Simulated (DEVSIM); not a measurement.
Structure: Pt/La2O3/p-GaAs capacitor, at 300 K.

```tsv
layer (left to right)	material	thickness (nm)	Na (cm⁻³)
1	La2O3	14.0	-
2	GaAs	8600	5.6e15
```

Metal gate on the left, work function 5.6 eV. Fixed charge at the semiconductor interface 0 cm⁻² (in units of +e); no interface traps.

The device is made up for the run: typed textbook-type constants, with dimensions and the other settings drawn at random. Values at 300 K.

```
parameter      La2O3    GaAs
-------------  -----  ------
gap (eV)         5.8   1.424
affinity (eV)    1.8    4.07
permittivity      27    12.9
Nc (cm⁻³)          -  4.7e17
Nv (cm⁻³)          -    9e18
```

DEVSIM, 1D Poisson equation in equilibrium, Boltzmann statistics, complete ionisation; no quantum confinement or tunnelling. Metal contacts follow the ideal Schottky-Mott rule: no Fermi-level pinning, no interface dipoles.

The substrate doping was swept, all else fixed.

| substrate doping (cm^-3) | threshold voltage (band bending 2φF) (V) | flat-band voltage (V) | minimum of the low-frequency capacitance (μF/cm²) |
|---|---|---|---|
| 2.8e14 | 1.34 | 0.37 | 0.00568 |
| 5.6e14 | 1.36 | 0.36 | 0.00793 |
| 1.1e15 | 1.39 | 0.34 | 0.0108 |
| 2.8e15 | 1.42 | 0.31 | 0.0165 |
| 5.6e15 | 1.44 | 0.30 | 0.0230 |
| 1.1e16 | 1.47 | 0.28 | 0.0318 |

From the first row to the last the threshold voltage (band bending 2φF) goes from 1.34 to 1.47. From the first row to the last the flat-band voltage goes from 0.37 to 0.28.
